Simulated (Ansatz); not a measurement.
Ansatz (a first-principles code) run on Zn2SeS (Pmm2, 4 atoms in the cell): self-consistent single point.

Computed with PBEsol, harder PAW files (source: ansatz) made with PBE (plane waves; Ansatz).

The change in words: lattice scaled by 0.98; basis.ecutwfc: 420 eV → 1320 eV; hamiltonian.pseudopotentials: {kind: paw} (the program's default PAW files) → {kind: paw, source: ansatz}. Reference geometry:
```xyz
4
Lattice="3.9210 0.0000 0.0000 0.0000 3.9210 0.0000 0.0000 0.0000 5.5387" Properties=species:S:1:pos:R:3 pbc="T T T"
Zn     1.9605     0.0000     4.2763
Zn     0.0000     1.9605     1.3123
Se     0.0000     0.0000     2.7693
S      1.9605     1.9605     0.0000
```

Reference input (self-consistent single point, DFT, PBEsol, plane waves, default PAW files made with PBE): basis.ecutwfc = 420 eV; kpoints.mp_grid.grid = 5 5 4; hamiltonian.xc = pbesol; hamiltonian.pseudopotentials = {kind: paw} (the program's default PAW files); scf.occupations.method = fixed. This run's input differs from it in these lines:

Ansatz 0.2 input:
```diff
@@ -2,5 +2,5 @@
   lattice:
-    - [3.92101800, 0.00000000, 0.00000000]
-    - [0.00000000, 3.92101800, 0.00000000]
-    - [0.00000000, 0.00000000, 5.53868600]
+    - [3.84259800, 0.00000000, 0.00000000]
+    - [0.00000000, 3.84259800, 0.00000000]
+    - [0.00000000, 0.00000000, 5.42791200]
   atoms:
@@ -11,3 +11,3 @@
 basis:
-  ecutwfc: 420.0
+  ecutwfc: 1320.0
 kpoints:
@@ -16,3 +16,3 @@
   xc: pbesol
-  pseudopotentials: { kind: paw }
+  pseudopotentials: { kind: paw, source: ansatz }
 scf:
```

Output, abridged:

```
SCF iter   1: F=—  HF=-21203.339836 eV  |F-HF|=—  |Δ(HF+E_count)|=         —  Δρ=7.82e-2  dr2=3.90e0  ethr=3.10e-3  ⟨swp⟩=5.0  Hψ=3527  notcnv=0  defer=94
all-band conjugate gradients solve this SCF's bands
preconditioner: auto → Resta (q_TF=auto, 2.614 Å⁻¹)
SCF iter   2: F=—  HF=-21202.279509 eV  |F-HF|=—  |Δ(HF+E_count)|=    1.06e0  Δρ=2.95e-2  dr2=4.06e-1  ethr=3.10e-3  ⟨swp⟩=2.9  Hψ=2195  notcnv=0  defer=127
   [... lines left out ...]
SCF iter   7: F=—  HF=-21202.034543 eV  |F-HF|=—  |Δ(HF+E_count)|=   1.51e-4  Δρ=1.39e-4  dr2=1.75e-5  ethr=2.73e-7  ⟨swp⟩=2.0  Hψ=1418  notcnv=0  defer=133
SCF iter   8: F=—  HF=-21202.034572 eV  |F-HF|=—  |Δ(HF+E_count)|=   2.92e-5  Δρ=9.00e-5  dr2=2.96e-6  ethr=2.82e-8  ⟨swp⟩=2.0  Hψ=1594  notcnv=0  defer=83
SCF iter   9: F=—  HF=-21202.034571 eV  |F-HF|=—  |Δ(HF+E_count)|=   5.57e-7  Δρ=4.32e-5  dr2=6.90e-7  ethr=4.77e-9  ⟨swp⟩=2.0  Hψ=1815  notcnv=0  defer=83
SCF iter  10: F=-21202.034571 eV  HF=-21202.034571 eV  |F-HF|=2.74e-8  |Δ(HF+E_count)|=   6.24e-8  Δρ=1.07e-5  dr2=5.55e-8  ethr=1.61e-10  ⟨swp⟩=12.4  Hψ=6757  notcnv=0
SCF 1 converged in 10 iterations: F = -21202.034571 eV  dr2 = 5.55e-8
Free energy (F): -21202.034571 eV
Internal energy: -21202.034571 eV  (E = F + TS)
E sigma→0 (E₀):  -21202.034571 eV
Fermi energy:    8.419699 eV
--- Forces (eV/Å), atoms counted from 1 ---
  atom   1  Zn     0.00000000     0.00000000    -0.39155588
  atom   2  Zn     0.00000000     0.00000000     0.06887720
  atom   3  Se     0.00000000     0.00000000     0.16699122
  atom   4  S      0.00000000     0.00000000     0.15567816
--- Stress (GPa, compression-positive) ---
        2.058747       0.000000       0.000000
        0.000000       3.451533       0.000000
        0.000000       0.000000       2.511628
  P = ⅓ Tr σ = 2.6740 GPa (26.740 kbar)
  The stress holds the Pulay correction. Without it, at fixed plane waves, as pw.x and ABINIT print it: P = 2.6730 GPa
```

The run converged in 10 iterations. Against the reference run the pressure goes from -1.77 to 2.67 GPa, the largest force goes from 0.369 to 0.392 eV/Å and the gap on the mesh goes from 1.378 to 1.616 eV.

The starting cell comes from a database of computed structures (which also holds hypothetical and non-ambient phases and stackings), without a prior relaxation at this level. Its lattice was rescaled by up to half a per cent. One atom was moved a little off its site on purpose. For this run, on top of that: lattice scaled by 0.98. Ansatz's pressure includes its estimate of the finite-basis (Pulay) stress.
